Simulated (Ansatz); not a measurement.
CsCl-type CoAl, treated with PBE (Ansatz, a first-principles code, plane waves, PAW).

Settings: plane-wave cutoff 520 eV, 16×16×16 k mesh, Fermi–Dirac smearing 0.1 eV, perturbation theory, force constants from a 4×4×4 q mesh, no spin polarisation, scalar-relativistic PAW data made under PBE.

Computed at the level's own relaxed cell.

```
AlCo
1.0
    2.85204     0.00000     0.00000
    0.00000     2.85204     0.00000
    0.00000     0.00000     2.85204
Al Co
1 1
Cartesian
  1.42602   1.42602   1.42602
  0.00000   0.00000   0.00000
```

Harmonic phonon frequencies (cm⁻¹; i marks an imaginary mode):

| q point | frequencies |
|---|---|
| Γ | 0 0 0 326 326 326 |
| R | 240 240 240 357 357 357 |

No imaginary mode appears at these points.
